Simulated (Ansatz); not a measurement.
Start from SnO2 in the rutile structure (space group P4_2/mnm, No. 136; a = 4.7692 Å, c = 3.2120 Å).

Calculations: PBEsol (Ansatz, a first-principles code), no spin-orbit coupling.

One change was made to it. Results:

| quantity | base | after |
|---|---|---|
| band gap | 0.92 eV | 0.96 eV |
| gap character | direct at Γ | direct at Γ |
| density | 6.85 g/cm³ | 6.88 g/cm³ |

### Question
What was done to the base?
(A) pressure 7.5 GPa
(B) pressure 10 GPa
(C) pressure 0.7 GPa

### Answer
C, pressure 0.7 GPa. For comparison, the band gap in the other runs: pressure 10 GPa gives 1.42 eV; pressure 7.5 GPa gives 1.30 eV.

Load acts through the strain it causes; cell and atoms are relaxed under it. No phonon test of stability was made. Competing high-pressure phases were not computed. The base started in Imma and relaxed to P4_2/mnm at this level.
